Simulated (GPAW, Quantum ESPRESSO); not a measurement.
A Quantum ESPRESSO input for a self-consistent single point of Li₂S (Fm-3m, 3 atoms in the cell) (DFT, PBE, plane waves, GBRV 1.5 ultrasoft (PBE) pseudopotentials):

```fortran
&CONTROL
 calculation = 'scf'
 prefix = 'run'
 outdir = './out'
 pseudo_dir = './'
 verbosity = 'high'
 tprnfor = .true.
 tstress = .true.
/
&SYSTEM
 ibrav = 0
 celldm(1) = 7.57692467
 nat = 3
 ntyp = 2
 ecutwfc = 40
 ecutrho = 200
 occupations = 'smearing'
 smearing = 'fermi-dirac'
 degauss = 0.00147
/
&ELECTRONS
 conv_thr = 1e-8
 mixing_beta = 0.7
/
ATOMIC_SPECIES
Li     6.9400  li_pbe_v1.4.uspp.F.UPF
S     32.0600  s_pbe_v1.4.uspp.F.UPF
ATOMIC_POSITIONS {crystal}
Li    0.75000000    0.75000000    0.75000000
Li    0.25000000    0.25000000    0.25000000
S     0.00000000    0.00000000    0.00000000
K_POINTS {automatic}
7 7 7  0 0 0
CELL_PARAMETERS {alat}
   0.00000000     0.70710678     0.70710678
   0.70710678     0.00000000     0.70710678
   0.70710678     0.70710678     0.00000000
```

Write the same calculation as an input for GPAW.

One input that does it (others would too):

```python
from ase import Atoms
from ase.units import GPa
from gpaw import GPAW, PW, FermiDirac

atoms = Atoms(['Li', 'Li', 'S'],
              cell=[[0.000000, 2.835170, 2.835170],
                    [2.835170, 0.000000, 2.835170],
                    [2.835170, 2.835170, 0.000000]],
              scaled_positions=[[0.750000, 0.750000, 0.750000],
                                [0.250000, 0.250000, 0.250000],
                                [0.000000, 0.000000, 0.000000]],
              pbc=True)

calc = GPAW(mode=PW(550),
            xc='PBE',
            kpts=(7, 7, 7),
            occupations=FermiDirac(0.02),
            nbands=-6,
            convergence={'density': 1e-05, 'energy': 1e-05, 'bands': -4},
            symmetry={'symmorphic': False, 'tolerance': 0.0005},
            maxiter=120)

atoms.calc = calc

energy = atoms.get_potential_energy()
print('Energy (eV):', round(energy, 6))
forces = atoms.get_forces()
print('Forces (eV/Ang):')
print(forces.round(5))
stress = atoms.get_stress()
print('Stress (GPa, Voigt):', (stress / GPa).round(4))
```

Basis, cutoffs, solver keys and any potentials are the target program's own. This input uses DFT PBE, plane waves, GPAW PAW datasets PBE (gpaw-data 1.0.1). Both were run: pressure 0.77 GPa in Quantum ESPRESSO and 1.37 in GPAW; gap on the mesh 3.532 eV in Quantum ESPRESSO and 3.523 in GPAW.

On GPAW: the starting cell comes from a database of computed structures (which also holds hypothetical and non-ambient phases and stackings), without a prior relaxation at this level. Another mesh or the band path of this cell gives a smaller gap, so this value is not converged in the mesh.

On Quantum ESPRESSO: the starting cell comes from a database of computed structures (which also holds hypothetical and non-ambient phases and stackings), without a prior relaxation at this level.
